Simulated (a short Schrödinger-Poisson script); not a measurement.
Stack: gated Al0.33Ga0.67N/GaN polarisation-induced gas, at 20 K.

| layer | material | thickness (nm) | Na (cm⁻³) |
|---|---|---|---|
| 1 | Al0.33Ga0.67N | 15 | - |
| 2 | GaN | 6000 | 4e14 |

Constants are typed, rounded textbook-type inputs, not results; the design itself was drawn at random and stands for no fabricated device. Al0.33Ga0.67N: permittivity 9.3, conduction-band edge (eV) 0.462, gap (eV) 4.09, electron mass (mₑ) 0.24, Nv at 300 K (cm⁻³) 4.6e19. GaN: permittivity 9.5, conduction-band edge (eV) 0, gap (eV) 3.43, Nv at 300 K (cm⁻³) 4.6e19.

Channel valleys (confinement mass, in-plane density-of-states mass, number): Γ 0.2, 0.2, 1. At the gate the conduction-band edge of layer 1 lies 1.27 eV − eVg above the Fermi level of the channel; the field vanishes at the back. Sheet of polarisation charge: +1.6e13 e/cm² at 15 nm from the gate. The barrier under the gate holds no holes. Gaps are held at their typed values at every temperature. Mesh 0.08 nm at interfaces.

Solved with a short Schrödinger-Poisson script written for these runs: 1D Poisson equation in equilibrium, electrons quantum, Hartree plus LDA exchange-correlation (BenDaniel-Duke, 40 states a valley, the channel's in-plane mass for all, wave functions free to enter the barrier), parabolic valleys, classical holes, full ionisation, no traps, pinning or gate leakage.

The same stack at other levels of the model or other numerical settings:

| run | sheet density of all electrons at Vg = 0.5 V (cm⁻²) | sheet density of all electrons at Vg = -2.5 V (cm⁻²) | capacitance at Vg = 0.5 V (μF/cm²) | centroid of the channel electrons at Vg = 0.5 V (nm) | rough cost against the base |
|---|---|---|---|---|---|
| base | 1.36e13 | 3.97e12 | 0.524 | 1.58 | about 1 |
| electrons treated as classical, Boltzmann | 1.47e13 | 4.47e12 | 0.546 | 0.12 | 0.008 |
| electrons treated as classical, Fermi-Dirac | 1.34e13 | 3.99e12 | 0.508 | 1.50 | 0.04 |
| electrons treated as quantum, Hartree | 1.34e13 | 3.86e12 | 0.522 | 1.73 | 0.5 |
| mesh six times as coarse | 1.36e13 | 3.96e12 | 0.524 | 1.52 | 0.3 |
| one subband a valley | 1.35e13 | 3.97e12 | 0.521 | 1.34 | 0.2 |

The classical rows ignore confinement, and Boltzmann statistics overrate the density once the band edge passes the Fermi level.
